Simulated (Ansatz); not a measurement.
## TaAs with two functionals, pressure 9 GPa

Consider TaAs (space group I4_1md, No. 109; a = 3.463 Å, c = 11.733 Å).

(Cell as relaxed with PBE.)

Levels (all Ansatz, an electronic-structure program, PAW): PBE (420 eV, no spin-orbit coupling); r2SCAN (500 eV, no spin-orbit coupling).

Each level relaxes its own structure.

| base | PBE | r2SCAN |
|---|---|---|
| volume per atom | 17.59 Å³ | 17.34 Å³ |
| lattice parameter a | 3.463 Å | 3.442 Å |
| band gap | zero | zero |

It is then changed as follows: a hydrostatic pressure of 9 GPa.

```csv
quantity,PBE,r2SCAN
lattice parameter a,3.419 Å,___
c/a ratio,3.359,___
band gap,zero,___
```

**Question.** What does r2SCAN give?

**Answer.** 
- lattice parameter a, r2SCAN: 3.400 Å
- c/a ratio, r2SCAN: 3.377
- band gap, r2SCAN: zero

PBE's lattice parameter a lies 0.019 Å above r2SCAN's (0.6 %); PBE's c/a ratio lies 0.018 below r2SCAN's; the two agree on the band gap. Neither level is exact; r2SCAN is the comparison here, not a measurement.

With Ta present, leaving out spin-orbit coupling can change the band edges. Load acts through the strain it causes; cell and atoms are relaxed under it. Stability against distortions was not tested. No other phases were tried under pressure. All final runs are without spin polarisation. The zero or small gap of TaAs can change with the level of theory.
